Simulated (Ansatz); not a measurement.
# What pressure −1 GPa does to LiC

The reference is LiC (space group Immm, No. 71; a = 3.5731 Å, b = 4.8050 Å, c = 5.3046 Å).

One thing is altered: hydrostatic tension (pressure −1 GPa).

Level of theory: DFT with PBEsol, PAW potentials and a 420 eV plane-wave cutoff in Ansatz (a quantum-chemistry and plane-wave program), no spin-orbit coupling. Γ-centred 11×11×11 mesh, Fermi–Dirac width 0.05 eV.

```json
[
 {"quantity": "volume per atom", "base": "11.38 Å³", "changed": "11.67 Å³", "shift": "+0.29 Å³"},
 {"quantity": "density", "base": "1.38 g/cm³", "changed": "1.35 g/cm³", "shift": "-0.03 g/cm³"},
 {"quantity": "shortest interatomic distance", "base": "1.257 Å", "changed": "1.258 Å", "shift": "+0.001 Å"},
 {"quantity": "enthalpy H = E + PV relative to the base's energy", "base": "–", "changed": "-0.07 eV/atom", "shift": "–"},
 {"quantity": "band gap", "base": "3.16 eV", "changed": "3.21 eV", "shift": "+0.05 eV"},
 {"quantity": "gap character", "base": "indirect, W → Γ", "changed": "indirect, W → Γ", "shift": "–"},
 {"quantity": "smallest direct gap", "base": "3.43 eV", "changed": "3.50 eV", "shift": "+0.07 eV"},
 {"quantity": "mean gap deformation potential ΔEg/Δln V", "base": "–", "changed": "+2.0 eV", "shift": "–"},
 {"quantity": "width of the top valence band", "base": "0.90 eV", "changed": "0.88 eV", "shift": "-0.02 eV"},
 {"quantity": "electron mass", "base": "1.3 mₑ along a, 0.42 mₑ along b, 0.46 mₑ along c (at Γ)", "changed": "1.3 mₑ along a, 0.43 mₑ along b, 0.48 mₑ along c (at Γ)", "shift": "–"},
 {"quantity": "valley order (the lowest conduction-band minima on the path, energy above the VBM, named in the base's zone)", "base": "Γ 3.16 eV; R (0, 1/2, 0) 3.37 eV; T (0, 0, 1/2) 3.37 eV", "changed": "Γ 3.21 eV; T (0, 0, 1/2) 3.38 eV; R (0, 1/2, 0) 3.42 eV", "shift": "–"}
]
```

Load acts through the strain it causes; cell and atoms are relaxed under it. Masses are band curvatures over ±0.01 Å⁻¹ around the edge. Whether these cells are dynamically stable was not tested.
